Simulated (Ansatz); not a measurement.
Base system: SrZrO₃ in the cubic perovskite structure (space group Pm-3m, No. 221; a = 4.130 Å). Axes: x, y, z lie along the cube axes.

The change: biaxial strain +4.69 %, plane normal [001], relaxed out of plane (Cartesian); in-plane vectors clamped, the third vector and the atoms free.

Levels (all Ansatz, a quantum-chemistry and plane-wave program, PAW): PBEsol (420 eV, no SOC); PBEsol+SOC (420 eV, noncollinear with spin-orbit coupling).

The geometry is relaxed with PBEsol.

| Item | Result |
|---|---|
| PBEsol lowest conduction level above the VBM at special points | Γ 2.98 eV; Z 3.47 eV; X 3.56 eV; R 5.24 eV |
| PBEsol gap character | indirect, A → Γ |
| PBEsol electron mass | 2.3 mₑ out of plane, 0.38 mₑ in plane (at Γ) |
| PBEsol smallest direct gap | 3.24 eV |

What does PBEsol+SOC give at this geometry for the lowest conduction level above the VBM at special points, gap character, electron mass and smallest direct gap?

The lowest conduction level above the VBM at special points becomes Γ 2.97 eV; Z 3.46 eV; X 3.55 eV; R 5.23 eV (PBEsol: Γ 2.98 eV; Z 3.47 eV; X 3.56 eV; R 5.24 eV); the gap character stays indirect, A → Γ; the electron mass becomes 2.1 mₑ out of plane, 0.38 mₑ in plane (at Γ) (PBEsol: 2.3 mₑ out of plane, 0.38 mₑ in plane (at Γ)); the smallest direct gap decreases by 0.02 eV to 3.22 eV.

Single points use the geometry relaxed with PBEsol. Differences between runs with and without spin-orbit coupling are approximate. Masses are band curvatures over ±0.01 Å⁻¹ around the edge. Stability against distortions was not tested. Many cubic perovskites are stable only at high temperature; tilts and polar distortions were not tested. Labels are those of the standard path for the cell's own space group.
